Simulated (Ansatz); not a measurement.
For NiAs-type NiSb, PBE (PAW; Ansatz, an electronic-structure program) gives:

```
Property               Value
-------------------  -------
lattice parameter a  3.975 Å
c axis length        5.158 Å
bulk modulus B0      112 GPa
```

**Question.** What does r²SCAN+SOC (PAW; Ansatz) give for the same quantities?

**Answer.** 
- lattice constant a: 3.931 Å (falls by 1.1 %)
- lattice parameter c: 5.122 Å (drops by 0.7 %)
- bulk modulus: 124 GPa (increases by 11 %)

For comparison: lattice constant a 3.946 Å (measured, temperature not stated, not corrected to a static lattice; as tabulated in Wikipedia's data pages); lattice parameter c 5.148 Å (measured, temperature not stated, not corrected to a static lattice; as tabulated in Wikipedia's data pages).

Changes are worked out from the printed values.

Unless a cell is named, each level is at its own relaxed cell (PBE 17.65, r²SCAN+SOC 17.13 Å³/atom).

The crystal itself was run without spin with PBE; a magnetic state was not tried in these runs.

Ansatz's density-functional and Hartree–Fock values are scalar-relativistic unless marked +SOC, with PAW data made under PBE.
